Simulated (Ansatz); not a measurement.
The decay constant κ of evanescent states in the gap governs leakage through a thin film.

Consider the following.

```
CELL_PARAMETERS angstrom
      3.23735     0.00000     0.00000
      0.00000     5.22206     0.00000
      1.61868     0.00000     2.80363
ATOMIC_POSITIONS crystal
  Zn 0.66667 0.49941 0.66667
  Zn 0.33333 0.99941 0.33333
  O  0.66667 0.12028 0.66667
  O  0.33333 0.62028 0.33333
```

The cell is taken as given; by r2SCAN it stands under a pressure of -0.5 GPa.

Transport runs along the normal of the first two printed cell vectors, the (100) plane of the conventional cell.

The gap is the functional's own, uncorrected, and κ follows it; spin-orbit coupling is left out. Mid-gap means the computed energy nearest the middle.

**Question.** Predict the band gap and the smallest decay constant κ at mid-gap from r2SCAN run with Ansatz (an electronic-structure program).

**Answer.** Gap 1.23 eV on a 10×6×10 mesh; κ = 0.127 1/Å, at the zone centre.
